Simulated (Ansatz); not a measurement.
The reference is MgSe in the rock salt structure (space group Fm-3m, No. 225; a = 5.450 Å).

One thing is altered: a hydrostatic pressure of 45 GPa.

Levels (all Ansatz, a first-principles code, PAW): PBEsol (420 eV, scalar-relativistic without spin-orbit coupling); r2SCAN (500 eV, without spin-orbit coupling).

The geometry is relaxed with PBEsol.

| Property | Value |
|---|---|
| PBEsol pressure | 44.99 GPa |
| PBEsol smallest direct gap | 5.12 eV |
| PBEsol electron mass | 0.57 mₑ along k, 0.24 mₑ across (at X) |
| PBEsol band gap | 2.29 eV |

Question: Predict the pressure, smallest direct gap, electron mass and band gap from r2SCAN.

Answer: The pressure rises by 3.56 GPa, from 44.99 GPa to 48.55 GPa; the smallest direct gap grows by 0.82 eV (5.12 eV → 5.94 eV); the electron mass changes from 0.57 mₑ along k, 0.24 mₑ across (at X) to 0.55 mₑ along k, 0.25 mₑ across (at X); the band gap grows by 0.766 eV, from 2.29 eV to 3.05 eV.

Single points use the geometry relaxed with PBEsol. Their cutoffs differ, which shifts pressures a little. Load acts through the strain it causes; cell and atoms are relaxed under it. Effective masses come from finite differences of ±0.01 Å⁻¹. Along k means along the line from Γ to the band edge. Whether these cells are dynamically stable was not tested. No other phases were tried under pressure.
